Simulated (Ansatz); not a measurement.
**Rutile IrO₂**

The numbers are results of PBEsol (PAW; Ansatz, a first-principles code), not measurements.

Settings: plane-wave cutoff 500 eV, 14×8×1 k mesh (along the axes of the cell as run), Fermi–Dirac smearing 0.05 eV, scalar-relativistic PAW data made under PBE.

Cell: relaxed at this level.

surface energy of the (110) face: 1.71 J/m²
work function of the (110) face: 6.00 eV

The slab of 24 atoms is relaxed and unreconstructed.

Spin–orbit coupling is not included.

Computed values are for the static lattice.

It cost around 21 core-minutes (rough) of CPU time.
